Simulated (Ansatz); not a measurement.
# fcc Ir (1 1 0) on zinc-blende GaAs (1 1 0) (film strained to the substrate, faces as cut)

A periodic stack without vacuum, fcc Ir (1 1 0) on zinc-blende GaAs (1 1 0) (film strained to the substrate, faces as cut): substrate slab As8Ga8, film Ir16, surface cells [[0, -1], [1, -1]] and [[1, 0], [1, 2]], film strained by +5.0 and +5.0 %, faces AsGa/AsGa and Ir/Ir as cut (like faces can put a slab off its formula).

The start was prepared with a machine-learned potential, and the result is one local minimum, with the in-plane cell held and forces under 0.04 eV/Å; the film can end far from its bulk form.

Calculation: PBE (plane waves to 420 eV, PAW; Ansatz, a first-principles code). Scalar-relativistic, without spin–orbit coupling; the runs are not spin-polarised; PBE gaps are too small against experiment. Its k-point mesh 9×6×1, Fermi–Dirac width 0.05 eV.

* **interface area**: 23.3 Å²
* **period**: 26.52 Å
* **gaps between the outermost planes at the two interfaces**: 1.21 and 1.17 Å
* **Ga–Ir contacts across the interfaces within 1.22 times the sum of covalent radii**: 10, mean 2.74 Å
* **As–Ir contacts across the interfaces within 1.22 times the sum of covalent radii**: 8, mean 2.66 Å
* **estimate of the barrier**: withheld, since the Fermi level falls at or inside a band of the host, which a slab this thin can't settle

```xyz
32
Lattice="4.0625 0.0002 0.0504 4.0628 5.7456 -0.0064 -0.3340 -1.2329 26.5361" Properties=species:S:1:pos:R:3 pbc="T T T"
As     4.1007     0.5051     0.4607
As     4.9435     3.8136     2.7811
As     2.8181     0.9746     4.7061
As     4.8394     3.8642     6.7824
As     2.7833     1.0107     8.7781
As     4.7738     3.9114    10.8451
As     2.7768     1.0378    12.7939
As     5.8649     3.5217    15.1314
Ga     2.9301    -0.5191     2.7066
Ga     4.6820     3.1914     0.4082
Ga     2.8088    -0.4500     6.7556
Ga     4.8435     2.3806     4.7957
Ga     2.7392    -0.4290    10.7986
Ga     4.8147     2.4429     8.8292
Ga     2.4357     0.4563    15.1773
Ga     4.8281     2.4572    12.8657
Ir     6.3113     3.6273    17.7392
Ir     2.2195     0.8002    17.7304
Ir     4.3820     5.1402    16.3870
Ir     4.2207     2.1908    16.3928
Ir     2.2068     0.8046    20.3935
Ir     6.2647     3.6753    20.4208
Ir     4.2175     2.2196    19.0665
Ir     4.2363     5.0738    19.0376
Ir     6.2051     3.6882    23.0839
Ir     2.1532     0.8041    23.0465
Ir     0.1553    -0.6140    21.6909
Ir     4.2175     2.2530    21.7156
Ir     2.2708     0.9099    25.7098
Ir     6.0734     3.7533    25.7769
Ir     4.1814     2.2964    24.3784
Ir     0.1245    -0.6224    24.3532
```
